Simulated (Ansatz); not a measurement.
Base system: SrTiO₃ in the cubic perovskite structure (space group Pm-3m, No. 221).

```
CELL_PARAMETERS angstrom
      3.85418     0.00000     0.00000
      0.00000     3.85418     0.00000
      0.00000     0.00000     3.85418
ATOMIC_POSITIONS crystal
  Sr 0.00000 0.00000 0.00000
  Ti 0.50000 0.50000 0.50000
  O  0.50000 0.00000 0.50000
  O  0.00000 0.50000 0.50000
  O  0.50000 0.50000 0.00000
```

Cartesian axes are those of the cell as printed.

Level of theory: DFT with LDA, PAW potentials and a 420 eV plane-wave cutoff in Ansatz (a first-principles code), no spin-orbit coupling.

Strains are applied to the cell and any free atomic positions relax.

One change was made to it. Results:

| quantity | base | after |
|---|---|---|
| energy relative to the base (free energy F) | 0 meV/atom | +7.2 meV/atom |
| band gap | 1.85 eV | 1.76 eV |

What was done to the base?
A. uniaxial strain ε_zz = +2.40 %
B. uniaxial strain ε_zz = +1.80 %
C. uniaxial strain ε_zz = +0.60 %
D. uniaxial strain ε_zz = +1.20 %

A, uniaxial strain ε_zz = +2.40 %. For comparison, the energy relative to the base in the other runs: uniaxial strain ε_zz = +0.60 % gives +0.4 meV/atom; uniaxial strain ε_zz = +1.80 % gives +4.1 meV/atom; uniaxial strain ε_zz = +1.20 % gives +1.9 meV/atom.

Stability against distortions was not tested. The final runs are not spin-polarised. Many cubic perovskites are stable only at high temperature; tilts and polar distortions were not tested.
